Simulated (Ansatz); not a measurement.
The starting structures come from a database of crystals and need not be the phases stable at ambient conditions.

Inside the gap of an insulator the Bloch states are evanescent, with a wavenumber k + iκ along the transport direction.

Here is the system:

```
N4Si3
1.0
    6.45101     0.00000     0.00000
    0.00000     6.45101     0.00000
    3.22550    -3.22550     3.22550
N Si
8 6
Direct
  0.43875   0.56125   0.56125
  0.56125   0.50000   0.93875
  0.50000   0.00000   0.56125
  0.00000   0.43875   0.93875
  0.06125   0.50000   0.43875
  0.93875   0.06125   0.06125
  0.00000   0.93875   0.43875
  0.50000   0.00000   0.06125
  0.75000   0.12500   0.50000
  0.12500   0.25000   0.00000
  0.25000   0.37500   0.50000
  0.37500   0.75000   0.00000
  0.87500   0.87500   0.75000
  0.62500   0.62500   0.25000
```

The cell was relaxed by PBE-D3(BJ); by r2SCAN it stands under a pressure of -1.3 GPa.

Transport runs along the normal of the first two printed cell vectors, the (001) plane of the conventional cell.

No gap correction and no spin-orbit coupling; mid-gap is the computed energy nearest the middle.

Estimate the band gap and the smallest decay constant κ at mid-gap that Ansatz (an electronic-structure program) with r2SCAN returns for this system.

Gap 4.74 eV on a 10×10×10 mesh; κ = 0.374 1/Å, at the zone centre.
